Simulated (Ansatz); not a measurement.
**CsCl-type CdO (model structure)**

These are PBE (Ansatz, a program for electronic structure, plane waves, PAW) values and carry that method's errors.

Run with plane-wave cutoff 500 eV, 14×14×14 k mesh, Fermi–Dirac smearing 0.05 eV, scalar-relativistic PAW data made under PBE.

Cell (relaxed at this level):

```
CELL_PARAMETERS angstrom
      2.93283     0.00000     0.00000
      0.00000     2.93283     0.00000
      0.00000     0.00000     2.93283
ATOMIC_POSITIONS crystal
  Cd 0.00000 0.00000 0.00000
  O  0.50000 0.50000 0.50000
```

```yaml
band_gap: none
```

Note: the relaxation could raise the start's symmetry but not lower it, so the cell can be a saddle point.

Spin–orbit coupling is not included.

Static lattice: no zero-point or thermal effects.

A model structure was made by putting elements into a prototype or built by hand; it is no filed structure, need not be a known phase, and can be a saddle point held by its symmetry.
